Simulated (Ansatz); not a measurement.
Worked example: self-consistent single point of BaCdSbF (P4mm, 8 atoms in the cell) in Ansatz (a first-principles code).

Computed with LDA (PW92), default PAW files made with PBE (plane waves; Ansatz).

```
BaCdSbF
1.0
    4.60947     0.00000     0.00000
    0.00000     4.60947     0.00000
    0.00000     0.00000     9.75733
Ba Cd Sb F
2 2 2 2
Direct
  0.00000   0.50000   0.64561
  0.50000   0.00000   0.35951
  0.50000   0.50000   0.00000
  0.00000   0.00000   0.00000
  0.00000   0.50000   0.18461
  0.50000   0.00000   0.81539
  0.50000   0.50000   0.50000
  0.00000   0.00000   0.50000
```

Reference input (self-consistent single point, DFT, LDA (PW92), plane waves, default PAW files made with PBE): basis.ecutwfc = 30.9 Ry; kpoints.mp_grid.grid = 6 6 3; hamiltonian.xc = lda; hamiltonian.pseudopotentials = {kind: paw} (the program's default PAW files); scf.occupations.method = fermi_dirac; scf.occupations.width = 0.0015 Ry. This run's input differs from it in these lines:

Ansatz 0.2 input:
```diff
@@ -18,3 +18,3 @@
 kpoints:
-  mp_grid: { grid: [6, 6, 3] }
+  mp_grid: { grid: [10, 10, 5], shift: [0.5, 0.5, 0.5] }
 hamiltonian:
```

Log, with long lists cut:

```
SCF iter   1: F=—  HF=-42063.211688 eV  |F-HF|=—  |Δ(HF+E_count)|=         —  Δρ=1.05e-2  dr2=1.70e-1  ethr=1.77e-3  ⟨swp⟩=8.6  Hψ=12493  notcnv=0  defer=10
all-band conjugate gradients solve this SCF's bands
preconditioner: auto → Resta (q_TF=auto, 2.432 Å⁻¹)
SCF iter   2: F=—  HF=-42063.168231 eV  |F-HF|=—  |Δ(HF+E_count)|=   4.35e-2  Δρ=3.62e-3  dr2=1.20e-2  ethr=1.64e-4  ⟨swp⟩=2.5  Hψ=5909  notcnv=0  defer=241
   [... lines left out ...]
SCF iter   5: F=—  HF=-42063.165790 eV  |F-HF|=—  |Δ(HF+E_count)|=   2.03e-5  Δρ=9.12e-5  dr2=1.75e-5  ethr=2.36e-7  ⟨swp⟩=2.0  Hψ=3388  notcnv=0  defer=241
SCF iter   6: F=—  HF=-42063.165932 eV  |F-HF|=—  |Δ(HF+E_count)|=   1.42e-4  Δρ=3.02e-5  dr2=1.72e-6  ethr=1.68e-8  ⟨swp⟩=2.0  Hψ=4925  notcnv=0  defer=241
SCF iter   7: F=—  HF=-42063.165932 eV  |F-HF|=—  |Δ(HF+E_count)|=   9.41e-8  Δρ=6.00e-6  dr2=1.01e-7  ethr=1.66e-9  ⟨swp⟩=2.0  Hψ=4867  notcnv=0  defer=241
SCF iter   8: F=-42063.165932 eV  HF=-42063.165932 eV  |F-HF|=1.02e-9  |Δ(HF+E_count)|=   1.29e-8  Δρ=1.66e-6  dr2=5.91e-9  ethr=9.62e-11  ⟨swp⟩=11.7  Hψ=14490  notcnv=0
SCF 1 converged in 8 iterations: F = -42063.165932 eV  dr2 = 5.91e-9
Free energy (F): -42063.165932 eV
Internal energy: -42063.165932 eV  (E = F + TS)
E sigma→0 (E₀):  -42063.165932 eV
Entropy (-TS):   -0.000000 eV (-0.000 meV/atom)
Fermi energy:    9.695641 eV
--- Forces (eV/Å), atoms counted from 1 ---
  atom   1  Ba     0.00000000     0.00000000    -0.39171997
  atom   2  Ba    -0.00000000     0.00000000     0.29852404
  atom   3  Cd    -0.00000000     0.00000000     0.02899231
  atom   4  Cd     0.00000000     0.00000000     0.02899231
  atom   5  Sb    -0.00000000     0.00000000    -0.13469504
  atom   6  Sb    -0.00000000     0.00000000     0.09025698
  atom   7  F     -0.00000000     0.00000000     0.03982407
  atom   8  F      0.00000000     0.00000000     0.03982407
--- Stress (GPa, compression-positive) ---
       -3.940682       0.000000       0.000000
        0.000000      -3.940682       0.000000
        0.000000       0.000000      -3.262784
  P = ⅓ Tr σ = -3.7147 GPa (-37.147 kbar)
  The stress holds the Pulay correction. Without it, at fixed plane waves, as pw.x and ABINIT print it: P = -3.8904 GPa
```

The run converged in 8 iterations. Against the reference run the free energy falls by 2.0 meV/atom, the pressure hardly changes (-3.72 to -3.71 GPa), the largest force hardly changes (0.386 to 0.392 eV/Å) and the gap on the mesh goes from 0.126 to 0.502 eV.

The starting cell comes from a database of computed structures (which also holds hypothetical and non-ambient phases and stackings), without a prior relaxation at this level. Its lattice was rescaled by up to half a per cent. One atom was moved a little off its site on purpose. Spin-orbit coupling is off. Ansatz's pressure includes its estimate of the finite-basis (Pulay) stress. Another mesh or the band path of this cell gives a smaller gap, so this value is not converged in the mesh.

Cost on one core of a shared machine: roughly 60 s.
